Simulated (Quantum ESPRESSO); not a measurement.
Worked example: relaxation of the atoms of YAl₂ (R3m, 6 atoms in the cell) in Quantum ESPRESSO.

Level of theory: LDA (PW92), PseudoDojo standard norm-conserving (LDA) pseudopotentials (plane waves; Quantum ESPRESSO).

Input:

```fortran
&control
  calculation = 'relax'
  prefix = 'YAl2'
  outdir = './tmp/'
  pseudo_dir = './'
  forc_conv_thr = 3.9e-05
/
&system
  ibrav = 0
  nat = 6
  ntyp = 2
  ecutwfc = 75
  occupations = 'smearing'
  smearing = 'fd'
  degauss = 0.0073499
/
&electrons
  conv_thr = 1.0d-10
/
&ions
/
ATOMIC_SPECIES
Y     88.9058  Y.upf
Al    26.9815  Al.upf
CELL_PARAMETERS bohr
   0.0000000000     7.3938595982     7.3938595982
   7.3938595982     0.0000000000     7.3938595982
   7.3938595982     7.3938595982     0.0000000000
ATOMIC_POSITIONS angstrom
Y     5.9555958607    5.9555958607    5.9555958607
Y     3.9126620000    3.9126620000    3.9126620000
Al    2.9344965000    0.9781655000    2.9344965000
Al    0.9781655000    0.9781655000    0.9781655000
Al    0.9781655000    2.9344965000    2.9344965000
Al    2.9344965000    2.9344965000    0.9781655000
K_POINTS automatic
4 4 4  0 0 0
```

Log, with long lists cut:

```
     Self-consistent Calculation

     iteration #  1     ecut=    75.00 Ry     beta= 0.70

     Threshold (ethr) on eigenvalues was too large:
     Diagonalizing with lowered threshold

     c_bands:  1 eigenvalues not converged

     total energy              =    -182.58019375 Ry
     estimated scf accuracy    <       0.04823975 Ry

     iteration #  2     ecut=    75.00 Ry     beta= 0.70

     total energy              =    -182.58495549 Ry
     estimated scf accuracy    <       0.01798343 Ry

     iteration #  3     ecut=    75.00 Ry     beta= 0.70

     total energy              =    -182.58964398 Ry
     estimated scf accuracy    <       0.00154679 Ry

   [... 5 blocks of this kind left out ...]

     iteration #  9     ecut=    75.00 Ry     beta= 0.70

     total energy              =    -182.58986605 Ry
     estimated scf accuracy    <          1.8E-09 Ry

     iteration # 10     ecut=    75.00 Ry     beta= 0.70
     End of self-consistent calculation

     the Fermi energy is     9.3492 ev

!    total energy              =    -182.58986605 Ry
     estimated scf accuracy    <          6.4E-11 Ry
     smearing contrib. (-TS)   =      -0.00699634 Ry
     internal energy E=F+TS    =    -182.58286970 Ry

     convergence has been achieved in  10 iterations

     Forces acting on atoms (cartesian axes, Ry/au):

     atom    1 type  1   force =    -0.01989718   -0.01989718   -0.01989718
     atom    2 type  1   force =     0.00555756    0.00555756    0.00555756
     atom    3 type  2   force =     0.00356363    0.00545460    0.00356363
     atom    4 type  2   force =     0.00175776    0.00175776    0.00175776
     atom    5 type  2   force =     0.00545460    0.00356363    0.00356363
   [... lines left out ...]
     Total force =     0.038145     Total SCF correction =     0.000022
     the Fermi energy is     9.3583 ev
!    total energy              =    -182.59464784 Ry
     Total force =     0.000071     Total SCF correction =     0.000002
     bfgs converged in  13 scf cycles and  12 bfgs steps
     Final energy             =    -182.5946478438 Ry
   [... lines left out ...]
Y                3.9271283938        3.9271283938        3.9271283938
Al               2.9488931854        0.9925257265        2.9488931854
Al               0.9925954995        0.9925954995        0.9925954995
Al               0.9925257265        2.9488931854        2.9488931854
Al               2.9488931854        2.9488931854        0.9925257265
End final coordinates

   JOB DONE.
```

The run converged.  The full log also holds: “c_bands:  1 eigenvalues not converged”. The full log also holds: “WARNING: bfgs curvature condition failed, Theta= 0.953”.

Summary of the result:
| Property | Result |
|---|---|
| Free energy E − TS | -2484.3267 eV |
| Fermi level (on the code's own zero) | 9.36 eV |
| Largest force (vector length) | 0.001 eV/Å |
| Relaxation steps | 12 |

The starting cell comes from a database of computed structures (which also holds hypothetical and non-ambient phases and stackings), without a prior relaxation at this level. Its lattice was rescaled by up to half a per cent. For this run, on top of that: one atom moved by 0.15 angstrom. The relaxation keeps the symmetry of its start, so its end need not be a minimum.

Cost on one core of a shared machine: roughly 10 min.
